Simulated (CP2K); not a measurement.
Worked example: self-consistent single point of SnO (P4/nmm, 4 atoms in the cell) in CP2K.

Computed with PBE, GPW, DZVP-MOLOPT-SR-GTH basis, GTH-PBE potentials (GTH_POTENTIALS) (CP2K).

The change in words: lattice scaled by 0.98. Reference geometry:
```
CELL_PARAMETERS angstrom
      3.81370     0.00000     0.00000
      0.00000     3.81370     0.00000
      0.00000     0.00000     4.88691
ATOMIC_POSITIONS crystal
  Sn 0.00000 0.50000 0.23537
  Sn 0.50000 0.00000 0.76463
  O  0.50000 0.50000 0.00000
  O  0.00000 0.00000 0.00000
```

Reference input (self-consistent single point, DFT PBE, GPW, DZVP-MOLOPT-SR-GTH basis, GTH-PBE potentials (GTH_POTENTIALS)): CUTOFF = 450 Ry; REL_CUTOFF = 50 Ry; SMEAR/METHOD = FERMI_DIRAC; ELECTRONIC_TEMPERATURE = 116.05 K; KPOINTS/SCHEME = MONKHORST-PACK 5 5 4; GAMMA_CENTERED = T; XC_FUNCTIONAL = PBE; Sn/BASIS_SET = DZVP-MOLOPT-SR-GTH-q4; Sn/POTENTIAL = GTH-PBE-q4; O/BASIS_SET = DZVP-MOLOPT-SR-GTH-q6; O/POTENTIAL = GTH-PBE-q6; METHOD = GPW. This run's input differs from it in these lines:

```diff
@@ -64,3 +64,3 @@
     &CELL
-      ABC 3.81370000 3.81370000 4.88691000
+      ABC 3.73742600 3.73742600 4.78917200
       ALPHA_BETA_GAMMA 90.00000000 90.00000000 90.00000000
@@ -69,5 +69,5 @@
     &COORD
-      Sn       0.00000000     1.90685000     1.15023201
-      Sn       1.90685000     0.00000000     3.73667799
-      O        1.90685000     1.90685000     0.00000000
+      Sn       0.00000000     1.86871300     1.12722741
+      Sn       1.86871300     0.00000000     3.66194459
+      O        1.86871300     1.86871300     0.00000000
       O        0.00000000     0.00000000     0.00000000
```

Log, with long lists cut:

```
 SCF WAVEFUNCTION OPTIMIZATION

  Step     Update method      Time    Convergence         Total energy    Change
     1 NoMix/Diag. 0.30E+00      -     0.48016801       -39.2114250555 -3.92E+01
     2 Broy./Diag. 0.30E+00      -     0.24162095       -35.2892506203  3.92E+00
     3 Broy./Diag. 0.30E+00      -     0.14098802       -38.2335497342 -2.94E+00
     4 Broy./Diag. 0.30E+00      -     0.02019135       -39.1452440286 -9.12E-01
     5 Broy./Diag. 0.30E+00      -     0.02230829       -38.8678712618  2.77E-01
     6 Broy./Diag. 0.30E+00      -     0.00210078       -39.0807094565 -2.13E-01
   [... 4 lines left out ...]
    11 Broy./Diag. 0.30E+00      -     0.00001411       -39.0677744714 -1.00E-04
    12 Broy./Diag. 0.30E+00      -     0.00000112       -39.0677562899  1.82E-05
    13 Broy./Diag. 0.30E+00      -     0.00000159       -39.0677504133  5.88E-06
    14 Broy./Diag. 0.30E+00      -     0.00000061       -39.0677489403  1.47E-06
  *** SCF run converged in    14 steps ***

  Overlap energy of the core charge distribution:               0.00000001218812
  Self energy of the core charge distribution:                -97.97313041711197
  Core Hamiltonian energy:                                     27.21277174689189
  Hartree energy:                                              40.92941948342848
  Exchange-correlation energy:                                 -9.23680976532353
  Electronic entropic energy:                                  -0.00000000033681
  Fermi energy:                                                 0.23045724640860

  Total energy:                                               -39.06774894026385
  Total energy (extrapolated to T->0):                        -39.06774894009545

                     Mulliken Population Analysis

   [... lines left out ...]

 STRESS| Analytical stress tensor [bar]
 STRESS|                        x                   y                   z
 STRESS|      x        1.50601247215E+05   8.88702012116E-05   1.22031925148E-04
 STRESS|      y        8.88702012116E-05   1.50601288285E+05   9.89041630832E-05
 STRESS|      z        1.22031925148E-04   9.89041630832E-05   1.13351039061E+05
 STRESS| 1/3 Trace                                             1.38184524854E+05
```

The run converged in 14 iterations. Against the reference run the free energy goes up by 64.3 meV/atom, the pressure goes from 6.54 to 13.82 GPa, the largest force goes from 0.743 to 1.681 eV/Å and the gap on the mesh goes from 0.506 to 0.282 eV.

The starting cell comes from a database of computed structures (which also holds hypothetical and non-ambient phases and stackings), without a prior relaxation at this level. For this run, on top of that: lattice scaled by 0.98. Values carry the incompleteness of an atom-centred basis. With a pressure of about 14 GPa the cell is away from its equilibrium volume at this level. Forces in this geometry exceed 1 eV/Å.
